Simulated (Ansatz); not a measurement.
Given:

```
InP
1.0
    0.00000     2.94857     2.94857
    2.91313     0.00000     2.94857
    2.91313     2.94857     0.00000
P In
1 1
Cartesian
  1.45657   1.47429   1.47429
  0.00000   0.00000   0.00000
```

No spin polarisation.

Calculations: Kohn–Sham DFT with the PBEsol functional, run in Ansatz (a quantum-chemistry and plane-wave program) with PAW and 420 eV plane waves, no spin-orbit coupling. k-mesh 10×10×10 (Γ-centred); smearing 0.05 eV (Fermi–Dirac).

Problem. What electron mass does the calculation give?

Solution. 0.044 mₑ along x, 0.048 mₑ across (at Γ).

Problem. What band gap does the calculation give?

Solution. 0.54 eV.

Problem. Predict the gap character.

Solution. Direct at Γ.

Problem. What is the computed valence-band top at Γ (three highest levels, from the VBM)?

Solution. 0.00, -0.06, -0.06 eV.

Load acts through the strain it causes; cell and atoms are relaxed under it. Masses are band curvatures over ±0.01 Å⁻¹ around the edge. Stability under load was not tested beyond the relaxation. The cell was made from InP in the zinc blende structure (space group F-43m, No. 216) by this change: uniaxial stress, 0.5 GPa compression along x.
